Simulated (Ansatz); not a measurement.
Output of an Ansatz run (abridged):

```
WARN the atoms were moved onto the symmetric positions of the space group found under crystal.symmetry.tolerance 1.0e-5 (fractional …
WARN ansatz: RAYON_NUM_THREADS=1 ignored (pool sized by the plan → 1); use --threads N
Pseudopotentials: kind: paw
Pseudopotential: La, paw, valence charge 11
Pseudopotential: Al, paw, valence charge 3
Crystal: 8 atoms, lattice volume = 252.235 Å³
Basis set: ecut = 420 eV, 4879 PW (Γ)
Bands: 44, of which v1, the nominal top of the filled ones, is band 36 counted from 1 (35 counted from 0)
Symmetry: 24 space group operations
Space group: P63/mmc (ITA 194), of the structure as read, at distance tolerance 6.3e-5 Å
k-points: 20 of 150
PAW frozen core: La, regenerated for the run's functional, and the local potential with it
PAW frozen core: Al, regenerated for the run's functional, and the local potential with it
Initial density: superposition of atomic densities (neutral atoms: chi_scale 0, normalization atom), corrected by the library's trained network
Initial wavefunctions: pseudopotential atomic-orbital guess
Eigensolver: davidson
Functional: x = slater, c = lda
SCF iter   1: F=—  HF=-37484.149515 eV  |F-HF|=—  |Δ(HF+E_count)|=         —  Δρ=4.79e-3  dr2=3.37e-2  ethr=1.77e-3  ⟨swp⟩=5.5  Hψ=4208  notcnv=0
all-band conjugate gradients solve this SCF's bands
preconditioner: auto → Kerker (q_TF=auto, 2.214 Å⁻¹)
SCF iter   2: F=—  HF=-37484.137157 eV  |F-HF|=—  |Δ(HF+E_count)|=   1.24e-2  Δρ=2.42e-3  dr2=8.93e-3  ethr=4.69e-5  ⟨swp⟩=3.1  Hψ=1959  notcnv=0
SCF iter   3: F=—  HF=-37484.136126 eV  |F-HF|=—  |Δ(HF+E_count)|=   1.03e-3  Δρ=4.89e-4  dr2=5.90e-4  ethr=1.24e-5  ⟨swp⟩=2.9  Hψ=1557  notcnv=0
SCF iter   4: F=—  HF=-37484.136048 eV  |F-HF|=—  |Δ(HF+E_count)|=   7.73e-5  Δρ=7.06e-5  dr2=1.26e-5  ethr=8.19e-7  ⟨swp⟩=2.1  Hψ=1053  notcnv=0
SCF iter   5: F=—  HF=-37484.135974 eV  |F-HF|=—  |Δ(HF+E_count)|=   7.42e-5  Δρ=1.13e-5  dr2=3.41e-7  ethr=1.75e-8  ⟨swp⟩=2.4  Hψ=1730  notcnv=0
SCF iter   6: F=-37484.135974 eV  HF=-37484.135974 eV  |F-HF|=2.77e-9  |Δ(HF+E_count)|=   1.45e-8  Δρ=2.08e-6  dr2=1.43e-8  ethr=1.39e-10  ⟨swp⟩=11.2  Hψ=4424  notcnv=0
SCF 1 converged in 6 iterations: F = -37484.135974 eV  dr2 = 1.43e-8
SCF converged after 6 iterations
Free energy (F): -37484.135974 eV
Harris-Foulkes:  -37484.135974 eV  (|F-HF|=2.77e-9)
Internal energy: -37483.804242 eV  (E = F + TS)
E sigma→0 (E₀):  -37483.970108 eV
Entropy (-TS):   -0.331733 eV (-41.467 meV/atom)
Fermi energy:    10.355293 eV
--- Per-component energies (eV) ---
  E_band       = -273.238233
  E_kinetic    = 1201.558482
  E_local      = -2174.510237  (includes V_loc(G=0)·N_el)
  E_nonlocal   = 615.740734
  E_hartree    = 716.632933
  E_xc         = -907.243889
  E_vxc        = -941.214864  (∫ρ·V_xc dr)
  E_paw        = -32348.751215  (= ΣΔE_a)
  E_vpaw       = -408.076463  (= ΣTr[D̂ρ^β])
  E_aug_tail   = -0.000009  (compensation charges beyond the density's cutoff)
  E_ewald      = -4589.278773
  E_core_change = 2.047731  (= ΣΔE_core)
  E_smearing   = -0.331733  (= −TS)
  E_closure    = -0.000000  (closes the sum)
  Σ components = -37484.135974   (vs F -37484.135974, Δ=0.00e0)
--- Forces (eV/Å), atoms counted from 1 ---
  atom   1  La    -0.00000000     0.00954954     0.00000000
  atom   2  La     0.00000000    -0.00954954    -0.00000000
  atom   3  La    -0.00827015     0.00477477     0.00000000
  atom   4  La     0.00827015    -0.00477477    -0.00000000
  atom   5  La    -0.00827015    -0.00477477     0.00000000
  atom   6  La     0.00827015     0.00477477    -0.00000000
  atom   7  Al     0.00000000     0.00000000    -0.00000000
  atom   8  Al    -0.00000000    -0.00000000     0.00000000
  max |Σ_I F_I| component: 1.04e-17 eV/Å
--- Stress (GPa, compression-positive) ---
       -4.232297       0.000000       0.000000
        0.000000      -4.232297       0.000000
        0.000000       0.000000      -3.961587
  P = ⅓ Tr σ = -4.1421 GPa (-41.421 kbar)
  The stress holds the Pulay correction. Without it, at fixed plane waves, as pw.x and ABINIT print it: P = -4.1533 GPa
--- Band table (eV; the first three rows and the last of 20) ---
  k-point 0: bands = ["-22.5347", "-22.3180", "-22.2690", "-22.2690", "-22.1650", "-22.1650", "-7.1356", "-6.7695", "-6.7399", "-6.4507", "-6.4507", "-6.3310", "-6.3310", "-6.2093", "-6.2093", "-5.8388", "-5.6721", "-5.6721", "-5.5883", "-5.3838", [...]
  k-point 1: bands = ["-22.5205", "-22.3328", "-22.2620", "-22.2620", "-22.1719", "-22.1719", "-7.1227", "-6.8840", "-6.5805", "-6.5643", "-6.5643", "-6.4050", "-6.4050", "-6.0413", "-6.0413", "-5.8023", "-5.6657", "-5.6447", "-5.6447", "-5.3850", [...]
  k-point 2: bands = ["-22.4814", "-22.3730", "-22.2428", "-22.2428", "-22.1908", "-22.1908", "-7.0877", "-6.9734", "-6.6597", "-6.6597", "-6.5474", "-6.5474", "-6.3653", "-5.8652", "-5.8048", "-5.8048", "-5.7011", "-5.6133", "-5.6133", "-5.4097", [...]
  k-point 19: bands = ["-22.4045", "-22.4045", "-22.2412", "-22.2412", "-22.2169", "-22.2169", "-6.8094", "-6.8094", "-6.6112", "-6.6112", "-6.3436", "-6.3436", "-6.2545", "-6.2545", "-6.0947", "-6.0947", "-5.8566", "-5.8566", "-5.4660", "-5.4660", [...]
```

The structure:

```
CELL_PARAMETERS angstrom
      7.28699     0.00000     0.00000
     -3.64350     6.31072     0.00000
      0.00000     0.00000     5.48501
ATOMIC_POSITIONS crystal
  La 0.18210 0.36420 0.75000
  La 0.81790 0.63580 0.25000
  La 0.81790 0.18210 0.25000
  La 0.18210 0.81790 0.75000
  La 0.63580 0.81790 0.75000
  La 0.36420 0.18210 0.25000
  Al 0.66667 0.33333 0.75000
  Al 0.33333 0.66667 0.25000
```

Problem. What input produced this log?

Solution. Other spellings and defaults could give the same log, and not every line can be read from it. The input that was run (DFT, LDA (PW92), plane waves, default PAW files made with PBE):

Ansatz 0.2 input:
```yaml
crystal:
  lattice:
    - [7.28699400, 0.00000000, 0.00000000]
    - [-3.64349700, 6.31072200, 0.00000000]
    - [0.00000000, 0.00000000, 5.48500900]
  atoms:
    - { symbol: La, position: [0.18210000, 0.36420000, 0.75000000] }
    - { symbol: La, position: [0.81790000, 0.63580000, 0.25000000] }
    - { symbol: La, position: [0.81790000, 0.18210000, 0.25000000] }
    - { symbol: La, position: [0.18210000, 0.81790000, 0.75000000] }
    - { symbol: La, position: [0.63580000, 0.81790000, 0.75000000] }
    - { symbol: La, position: [0.36420000, 0.18210000, 0.25000000] }
    - { symbol: Al, position: [0.66666700, 0.33333300, 0.75000000] }
    - { symbol: Al, position: [0.33333300, 0.66666700, 0.25000000] }
basis:
  ecutwfc: 420.0
kpoints:
  mp_grid: { grid: [5, 5, 6] }
hamiltonian:
  xc: lda
  pseudopotentials: { kind: paw }
scf:
  occupations: { method: fermi_dirac, width: 0.1 }
output:
  forces: true
  eigenvalues: true
  stress: true
```

The starting cell comes from a database of computed structures (which also holds hypothetical and non-ambient phases and stackings), without a prior relaxation at this level. Its lattice was rescaled by up to half a per cent. With a pressure of about -4 GPa the cell is away from its equilibrium volume at this level. Ansatz's pressure includes its estimate of the finite-basis (Pulay) stress.

Ansatz is an electronic-structure program.
